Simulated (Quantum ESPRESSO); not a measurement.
Checking a run of Quantum ESPRESSO on ZrPRu (P-62m, 9 atoms in the cell). The aim is a self-consistent single point with DFT, PBEsol, plane waves, GBRV 1.5 ultrasoft (PBESOL) pseudopotentials.

The input file:

```fortran
&CONTROL
   calculation = 'scf',
   prefix = 'scf',
   outdir = './out',
   pseudo_dir = './',
   verbosity = 'high',
   tprnfor = .true.,
   tstress = .true.,
/
&SYSTEM
   ibrav = 0,
   nat = 9,
   ntyp = 3,
   ecutwfc = 40,
   ecutrho = 320,
   occupations = 'smearing',
   smearing = 'gaussian',
   degauss = 0.0073499,
/
&ELECTRONS
   conv_thr = 1.0e-11,
   mixing_beta = 0.5,
/
ATOMIC_SPECIES
Zr    91.2240  zr_pbesol_v1.uspp.F.UPF
P     30.9738  p_pbesol_v1.5.uspp.F.UPF
Ru   101.0700  ru_pbesol_v1.2.uspp.F.UPF
ATOMIC_POSITIONS {crystal}
Zr    0.207965000    0.360206000    0.000000000
Zr   -0.292035000    0.505819000    0.000000000
Zr    0.584070000    0.000000000    0.000000000
P     0.500000000    0.288675000    0.294455000
P     0.000000000    0.577350000    0.294455000
P     0.000000000    0.000000000    0.000000000
Ru    0.377805000    0.654377000    0.294455000
Ru   -0.122195000    0.211648000    0.294455000
Ru    0.244390000    0.000000000    0.294455000
K_POINTS {automatic}
3 3 5  0 0 0
CELL_PARAMETERS {bohr}
  12.197010504     0.000000000     0.000000000
  -6.098505252    10.562920861     0.000000000
   0.000000000     0.000000000     7.182943486
```

Output (repeated stretches shortened):

```
     G-vector sticks info
     --------------------
     sticks:   dense  smooth     PW     G-vecs:    dense   smooth      PW
     Sum        3283    1639    475                89567    31679    4965

     bravais-lattice index     =            0
     lattice parameter (alat)  =      12.1970  a.u.
   [... lines left out ...]
         4        P      tau(   4) = (  0.5000000  0.2886750  0.2944550  )
         5        P      tau(   5) = (  0.0000000  0.5773500  0.2944550  )
         6        P      tau(   6) = (  0.0000000  0.0000000  0.0000000  )
         7        Ru     tau(   7) = (  0.3778050  0.6543770  0.2944550  )
         8        Ru     tau(   8) = ( -0.1221950  0.2116480  0.2944550  )
         9        Ru     tau(   9) = (  0.2443900  0.0000000  0.2944550  )

     number of k points=    23  Gaussian smearing, width (Ry)=  0.0073
                       cart. coord. in units 2pi/alat
        k(    1) = (   0.0000000   0.0000000   0.0000000), wk =   0.0444444
        k(    2) = (   0.0000000   0.0000000   0.3396104), wk =   0.0888889
        k(    3) = (   0.0000000   0.0000000   0.6792207), wk =   0.0888889
   [... 20 lines left out ...]

     Dense  grid:    89567 G-vectors     FFT dimensions: (  72,  72,  45)

     Smooth grid:    31679 G-vectors     FFT dimensions: (  50,  50,  30)

     Initial potential from superposition of free atoms

     starting charge      95.9936, renormalised to      99.0000

     negative rho (up, down):  3.992E-01 0.000E+00
     Self-consistent Calculation

     iteration #  1     ecut=    40.00 Ry     beta= 0.50

---- Real-time Memory Report at c_bands before calling an iterative solver
           331 MiB given to the printing process from OS
           150 MiB allocation reported by mallinfo(arena+hblkhd)
------------------

     negative rho (up, down):  3.926E-01 0.000E+00

     total energy              =    -924.55139163 Ry
     estimated scf accuracy    <       1.59700268 Ry

     iteration #  2     ecut=    40.00 Ry     beta= 0.50

   [... lines left out ...]
           187 MiB allocation reported by mallinfo(arena+hblkhd)
------------------

     negative rho (up, down):  3.901E-01 0.000E+00

     total energy              =    -925.02632137 Ry
     estimated scf accuracy    <          1.3E-10 Ry

     iteration # 21     ecut=    40.00 Ry     beta= 0.50

---- Real-time Memory Report at c_bands before calling an iterative solver
           451 MiB given to the printing process from OS
           187 MiB allocation reported by mallinfo(arena+hblkhd)
------------------

     negative rho (up, down):  3.901E-01 0.000E+00
     End of self-consistent calculation

     the Fermi energy is    17.5924 ev

!    total energy              =    -925.02632137 Ry
     estimated scf accuracy    <          4.7E-12 Ry
     smearing contrib. (-TS)   =      -0.00189286 Ry
     internal energy E=F+TS    =    -925.02442850 Ry

     convergence has been achieved in  21 iterations

     negative rho (up, down):  3.901E-01 0.000E+00

     Forces acting on atoms (cartesian axes, Ry/au):

     atom    1 type  1   force =     0.17075705    0.20766544   -0.48955504
     atom    2 type  1   force =     0.11246607    0.67762387   -0.84847337
     atom    3 type  1   force =    -0.11395525   -0.18593885   -0.43954044
     atom    4 type  2   force =    -0.10731410   -0.01573371    0.69699081
   [... lines left out ...]
     Total force =     1.894726     Total SCF correction =     0.000008
   [... lines left out ...]

     negative rho (up, down):  3.901E-01 0.000E+00
          total   stress  (Ry/bohr**3)                   (kbar)     P=      981.77
   0.00613301   0.00282513   0.00009258          902.20      415.59       13.62
   0.00282513   0.00965129  -0.00061966          415.59     1419.75      -91.16
   0.00009258  -0.00061966   0.00423752           13.62      -91.16      623.36

   JOB DONE.
```

Problem. Is this run sound? If not, what is wrong?

Solution. The run is not sound. The fault is fractional and Cartesian coordinates mixed up. The same three numbers mean different points as fractional and as Cartesian coordinates. To fix it, make label and numbers agree, by changing either. The run converged in 21 iterations without an error; against the sound input the free energy rises by 3.53 eV/atom, the pressure goes from -4.93 to 98.18 GPa and the largest force goes from 0.162 to 28.07 eV/Å.

The sound input it was made from differs as follows (other fixes are possible):
```diff
-ATOMIC_POSITIONS {crystal}
-Zr    0.207965000    0.360206000    0.000000000
-Zr   -0.292035000    0.505819000    0.000000000
+ATOMIC_POSITIONS {alat}
+Zr    0.207965000    0.360205946    0.000000000
+Zr   -0.292035000    0.505819458    0.000000000
-P     0.500000000    0.288675000    0.294455000
-P     0.000000000    0.577350000    0.294455000
+P     0.500000000    0.288675135    0.294455084
+P     0.000000000    0.577350269    0.294455084
-Ru    0.377805000    0.654377000    0.294455000
-Ru   -0.122195000    0.211648000    0.294455000
-Ru    0.244390000    0.000000000    0.294455000
+Ru    0.377805000    0.654377455    0.294455084
+Ru   -0.122195000    0.211647948    0.294455084
+Ru    0.244390000    0.000000000    0.294455084
-  12.197010504     0.000000000     0.000000000
-  -6.098505252    10.562920861     0.000000000
+  12.197010454     0.000000000     0.000000000
+  -6.098505227    10.562920904     0.000000000
```

With that input, the run converged in 13 iterations: free energy E − TS -12617.4335 eV; Fermi level (on the code's own zero) 18.05 eV; pressure -4.93 GPa; largest force (vector length) 0.162 eV/Å (DFT, PBEsol, plane waves, GBRV 1.5 ultrasoft (PBESOL) pseudopotentials).

On the sound input: the starting cell comes from a database of computed structures (which also holds hypothetical and non-ambient phases and stackings), without a prior relaxation at this level. Spin polarisation is off; with an odd number of electrons in the cell that forces a metal, and a magnetic state may lie lower. With a pressure of about -5 GPa the cell is away from its equilibrium volume at this level.
